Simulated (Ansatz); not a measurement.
Electronic density of states of amorphous Zr20O42Sn, density 5.49 g/cm³, on a 2×2×2 Γ-centred mesh with a Gaussian width of 0.1 eV; energies count from the Fermi level, whose place inside the gap is arbitrary. Cell and mesh are small, so fine structure isn't converged. All values below come from PBE, scalar-relativistic without spin-orbit coupling (plane waves to 420 eV, PAW; Ansatz, a quantum-chemistry and plane-wave program). Sampling: a 2×2×2 Γ-centred mesh; Fermi-Dirac width 0.02 eV; no spin polarisation. At PBE the levels at the filled edge of the gap are localised (band-tail or defect states).

The cell was made by melting and quenching with the CHGNet potential and then relaxed with DFT. O atoms were pushed apart under 1.9 Å during the dynamics, to hinder bonds among them. The hot cell started wider than the set density and was brought back towards it in steps. It is the lowest in DFT energy of 2 quenches. It is a model cell: composition and starting density were chosen by hand, and all elements were melted together. No dispersion term was used. Its density started from a set value of 5.34 and ended at 5.49 g/cm³. The simulated quench (nominally 380 K/ps over its main leg) is rapid and tends to freeze in more defects than a deposited or slowly cooled glass has. Values belong to this one cell and scatter from quench to quench. Volume and shape were free in the relaxation. On a 2×2×2 Γ-centred mesh force components of up to 0.13 eV/Å stay, since the relaxation ran on the zone centre alone.

```json
[
 {"E - EF (eV)": "-12.00", "states/(eV atom)": "0.00"},
 {"E - EF (eV)": "-11.90", "states/(eV atom)": "0.00"},
 {"E - EF (eV)": "-11.80", "states/(eV atom)": "0.00"},
 {"E - EF (eV)": "-11.70", "states/(eV atom)": "0.00"},
 {"E - EF (eV)": "-11.60", "states/(eV atom)": "0.00"},
 {"E - EF (eV)": "-11.50", "states/(eV atom)": "0.00"},
 {"E - EF (eV)": "-11.40", "states/(eV atom)": "0.00"},
 {"E - EF (eV)": "-11.30", "states/(eV atom)": "0.00"},
 {"E - EF (eV)": "-11.20", "states/(eV atom)": "0.00"},
 {"E - EF (eV)": "-11.10", "states/(eV atom)": "0.00"},
 {"E - EF (eV)": "-11.00", "states/(eV atom)": "0.00"},
 {"E - EF (eV)": "-10.90", "states/(eV atom)": "0.00"},
 {"E - EF (eV)": "-10.80", "states/(eV atom)": "0.00"},
 {"E - EF (eV)": "-10.70", "states/(eV atom)": "0.00"},
 {"E - EF (eV)": "-10.60", "states/(eV atom)": "0.00"},
 {"E - EF (eV)": "-10.50", "states/(eV atom)": "0.00"},
 {"E - EF (eV)": "-10.40", "states/(eV atom)": "0.00"},
 {"E - EF (eV)": "-10.30", "states/(eV atom)": "0.00"},
 {"E - EF (eV)": "-10.20", "states/(eV atom)": "0.00"},
 {"E - EF (eV)": "-10.10", "states/(eV atom)": "0.00"},
 {"E - EF (eV)": "-10.00", "states/(eV atom)": "0.00"},
 {"E - EF (eV)": "-9.90", "states/(eV atom)": "0.00"},
 {"E - EF (eV)": "-9.80", "states/(eV atom)": "0.00"},
 {"E - EF (eV)": "-9.70", "states/(eV atom)": "0.00"},
 {"E - EF (eV)": "-9.60", "states/(eV atom)": "0.00"},
 {"E - EF (eV)": "-9.50", "states/(eV atom)": "0.00"},
 {"E - EF (eV)": "-9.40", "states/(eV atom)": "0.00"},
 {"E - EF (eV)": "-9.30", "states/(eV atom)": "0.00"},
 {"E - EF (eV)": "-9.20", "states/(eV atom)": "0.00"},
 {"E - EF (eV)": "-9.10", "states/(eV atom)": "0.00"},
 {"E - EF (eV)": "-9.00", "states/(eV atom)": "0.00"},
 {"E - EF (eV)": "-8.90", "states/(eV atom)": "0.00"},
 {"E - EF (eV)": "-8.80", "states/(eV atom)": "0.00"},
 {"E - EF (eV)": "-8.70", "states/(eV atom)": "0.00"},
 {"E - EF (eV)": "-8.60", "states/(eV atom)": "0.00"},
 {"E - EF (eV)": "-8.50", "states/(eV atom)": "0.00"},
 {"E - EF (eV)": "-8.40", "states/(eV atom)": "0.06"},
 {"E - EF (eV)": "-8.30", "states/(eV atom)": "0.16"},
 {"E - EF (eV)": "-8.20", "states/(eV atom)": "0.08"},
 {"E - EF (eV)": "-8.10", "states/(eV atom)": "0.01"},
 {"E - EF (eV)": "-8.00", "states/(eV atom)": "0.00"},
 {"E - EF (eV)": "-7.90", "states/(eV atom)": "0.00"},
 {"E - EF (eV)": "-7.80", "states/(eV atom)": "0.00"},
 {"E - EF (eV)": "-7.70", "states/(eV atom)": "0.00"},
 {"E - EF (eV)": "-7.60", "states/(eV atom)": "0.00"},
 {"E - EF (eV)": "-7.50", "states/(eV atom)": "0.00"},
 {"E - EF (eV)": "-7.40", "states/(eV atom)": "0.00"},
 {"E - EF (eV)": "-7.30", "states/(eV atom)": "0.00"},
 {"E - EF (eV)": "-7.20", "states/(eV atom)": "0.00"},
 {"E - EF (eV)": "-7.10", "states/(eV atom)": "0.00"},
 {"E - EF (eV)": "-7.00", "states/(eV atom)": "0.00"},
 {"E - EF (eV)": "-6.90", "states/(eV atom)": "0.01"},
 {"E - EF (eV)": "-6.80", "states/(eV atom)": "0.09"},
 {"E - EF (eV)": "-6.70", "states/(eV atom)": "0.25"},
 {"E - EF (eV)": "-6.60", "states/(eV atom)": "0.39"},
 {"E - EF (eV)": "-6.50", "states/(eV atom)": "0.44"},
 {"E - EF (eV)": "-6.40", "states/(eV atom)": "0.49"},
 {"E - EF (eV)": "-6.30", "states/(eV atom)": "0.58"},
 {"E - EF (eV)": "-6.20", "states/(eV atom)": "0.65"},
 {"E - EF (eV)": "-6.10", "states/(eV atom)": "0.72"},
 {"E - EF (eV)": "-6.00", "states/(eV atom)": "0.68"},
 {"E - EF (eV)": "-5.90", "states/(eV atom)": "0.73"},
 {"E - EF (eV)": "-5.80", "states/(eV atom)": "0.84"},
 {"E - EF (eV)": "-5.70", "states/(eV atom)": "0.85"},
 {"E - EF (eV)": "-5.60", "states/(eV atom)": "0.84"},
 {"E - EF (eV)": "-5.50", "states/(eV atom)": "0.87"},
 {"E - EF (eV)": "-5.40", "states/(eV atom)": "0.80"},
 {"E - EF (eV)": "-5.30", "states/(eV atom)": "0.72"},
 {"E - EF (eV)": "-5.20", "states/(eV atom)": "0.77"},
 {"E - EF (eV)": "-5.10", "states/(eV atom)": "0.86"},
 {"E - EF (eV)": "-5.00", "states/(eV atom)": "0.84"},
 {"E - EF (eV)": "-4.90", "states/(eV atom)": "0.81"},
 {"E - EF (eV)": "-4.80", "states/(eV atom)": "0.80"},
 {"E - EF (eV)": "-4.70", "states/(eV atom)": "0.80"},
 {"E - EF (eV)": "-4.60", "states/(eV atom)": "0.80"},
 {"E - EF (eV)": "-4.50", "states/(eV atom)": "0.84"},
 {"E - EF (eV)": "-4.40", "states/(eV atom)": "0.88"},
 {"E - EF (eV)": "-4.30", "states/(eV atom)": "0.88"},
 {"E - EF (eV)": "-4.20", "states/(eV atom)": "0.85"},
 {"E - EF (eV)": "-4.10", "states/(eV atom)": "0.90"},
 {"E - EF (eV)": "-4.00", "states/(eV atom)": "0.93"},
 {"E - EF (eV)": "-3.90", "states/(eV atom)": "0.90"},
 {"E - EF (eV)": "-3.80", "states/(eV atom)": "0.91"},
 {"E - EF (eV)": "-3.70", "states/(eV atom)": "0.90"},
 {"E - EF (eV)": "-3.60", "states/(eV atom)": "0.91"},
 {"E - EF (eV)": "-3.50", "states/(eV atom)": "0.95"},
 {"E - EF (eV)": "-3.40", "states/(eV atom)": "0.93"},
 {"E - EF (eV)": "-3.30", "states/(eV atom)": "0.93"},
 {"E - EF (eV)": "-3.20", "states/(eV atom)": "0.95"},
 {"E - EF (eV)": "-3.10", "states/(eV atom)": "0.95"},
 {"E - EF (eV)": "-3.00", "states/(eV atom)": "1.00"},
 {"E - EF (eV)": "-2.90", "states/(eV atom)": "1.01"},
 {"E - EF (eV)": "-2.80", "states/(eV atom)": "0.98"},
 {"E - EF (eV)": "-2.70", "states/(eV atom)": "0.98"},
 {"E - EF (eV)": "-2.60", "states/(eV atom)": "1.02"},
 {"E - EF (eV)": "-2.50", "states/(eV atom)": "0.92"},
 {"E - EF (eV)": "-2.40", "states/(eV atom)": "0.85"},
 {"E - EF (eV)": "-2.30", "states/(eV atom)": "0.80"},
 {"E - EF (eV)": "-2.20", "states/(eV atom)": "0.81"},
 {"E - EF (eV)": "-2.10", "states/(eV atom)": "0.83"},
 {"E - EF (eV)": "-2.00", "states/(eV atom)": "0.65"},
 {"E - EF (eV)": "-1.90", "states/(eV atom)": "0.40"},
 {"E - EF (eV)": "-1.80", "states/(eV atom)": "0.18"},
 {"E - EF (eV)": "-1.70", "states/(eV atom)": "0.03"},
 {"E - EF (eV)": "-1.60", "states/(eV atom)": "0.00"},
 {"E - EF (eV)": "-1.50", "states/(eV atom)": "0.00"},
 {"E - EF (eV)": "-1.40", "states/(eV atom)": "0.00"},
 {"E - EF (eV)": "-1.30", "states/(eV atom)": "0.00"},
 {"E - EF (eV)": "-1.20", "states/(eV atom)": "0.00"},
 {"E - EF (eV)": "-1.10", "states/(eV atom)": "0.00"},
 {"E - EF (eV)": "-1.00", "states/(eV atom)": "0.00"},
 {"E - EF (eV)": "-0.90", "states/(eV atom)": "0.00"},
 {"E - EF (eV)": "-0.80", "states/(eV atom)": "0.00"},
 {"E - EF (eV)": "-0.70", "states/(eV atom)": "0.00"},
 {"E - EF (eV)": "-0.60", "states/(eV atom)": "0.00"},
 {"E - EF (eV)": "-0.50", "states/(eV atom)": "0.00"},
 {"E - EF (eV)": "-0.40", "states/(eV atom)": "0.00"},
 {"E - EF (eV)": "-0.30", "states/(eV atom)": "0.00"},
 {"E - EF (eV)": "-0.20", "states/(eV atom)": "0.00"},
 {"E - EF (eV)": "-0.10", "states/(eV atom)": "0.00"},
 {"E - EF (eV)": "0.00", "states/(eV atom)": "0.00"},
 {"E - EF (eV)": "0.10", "states/(eV atom)": "0.00"},
 {"E - EF (eV)": "0.20", "states/(eV atom)": "0.00"},
 {"E - EF (eV)": "0.30", "states/(eV atom)": "0.00"},
 {"E - EF (eV)": "0.40", "states/(eV atom)": "0.00"},
 {"E - EF (eV)": "0.50", "states/(eV atom)": "0.00"},
 {"E - EF (eV)": "0.60", "states/(eV atom)": "0.00"},
 {"E - EF (eV)": "0.70", "states/(eV atom)": "0.00"},
 {"E - EF (eV)": "0.80", "states/(eV atom)": "0.00"},
 {"E - EF (eV)": "0.90", "states/(eV atom)": "0.00"},
 {"E - EF (eV)": "1.00", "states/(eV atom)": "0.00"},
 {"E - EF (eV)": "1.10", "states/(eV atom)": "0.00"},
 {"E - EF (eV)": "1.20", "states/(eV atom)": "0.00"},
 {"E - EF (eV)": "1.30", "states/(eV atom)": "0.00"},
 {"E - EF (eV)": "1.40", "states/(eV atom)": "0.00"},
 {"E - EF (eV)": "1.50", "states/(eV atom)": "0.00"},
 {"E - EF (eV)": "1.60", "states/(eV atom)": "0.00"},
 {"E - EF (eV)": "1.70", "states/(eV atom)": "0.02"},
 {"E - EF (eV)": "1.80", "states/(eV atom)": "0.14"},
 {"E - EF (eV)": "1.90", "states/(eV atom)": "0.27"},
 {"E - EF (eV)": "2.00", "states/(eV atom)": "0.35"},
 {"E - EF (eV)": "2.10", "states/(eV atom)": "0.46"},
 {"E - EF (eV)": "2.20", "states/(eV atom)": "0.54"},
 {"E - EF (eV)": "2.30", "states/(eV atom)": "0.52"},
 {"E - EF (eV)": "2.40", "states/(eV atom)": "0.54"},
 {"E - EF (eV)": "2.50", "states/(eV atom)": "0.59"},
 {"E - EF (eV)": "2.60", "states/(eV atom)": "0.64"},
 {"E - EF (eV)": "2.70", "states/(eV atom)": "0.71"},
 {"E - EF (eV)": "2.80", "states/(eV atom)": "0.75"},
 {"E - EF (eV)": "2.90", "states/(eV atom)": "0.75"},
 {"E - EF (eV)": "3.00", "states/(eV atom)": "0.76"},
 {"E - EF (eV)": "3.10", "states/(eV atom)": "0.78"},
 {"E - EF (eV)": "3.20", "states/(eV atom)": "0.78"},
 {"E - EF (eV)": "3.30", "states/(eV atom)": "0.81"},
 {"E - EF (eV)": "3.40", "states/(eV atom)": "0.76"},
 {"E - EF (eV)": "3.50", "states/(eV atom)": "0.76"}
]
```

The level gap on this mesh is 3.63 eV; the broadening fills part of it in the curve.
